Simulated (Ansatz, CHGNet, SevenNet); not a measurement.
## TaGe2 (model structure, started from the AlB2 type, P6/mmm, No. 191, 3 atoms in the cell): properties by level of theory

```
level (code)     lattice parameter a (Å)  c axis length (Å)
---------------  -----------------------  -----------------
CHGNet 0.3.0                         [?]              2.807
SevenNet-0                         4.746                [?]
PBEsol (Ansatz)                    4.616              2.687
r²SCAN (Ansatz)                    4.644                [?]
```

### Question
What belongs in the gaps?

### Answer

- CHGNet 0.3.0, lattice parameter a (Å): 4.522
- SevenNet-0, c axis length (Å): 2.724
- r²SCAN (Ansatz, a quantum-chemistry and plane-wave program), c axis length (Å): 2.690

Caveats: the cell moved over 20 % in volume from its start (CHGNet 0.3.0, SevenNet-0). Ansatz's density-functional and Hartree–Fock values are scalar-relativistic unless marked +SOC, with PAW data made under PBE.

The computed numbers hold no vibrational or temperature effects.

A model structure was made by putting elements into a prototype or built by hand; it is no filed structure, need not be a known phase, and can be a saddle point held by its symmetry.
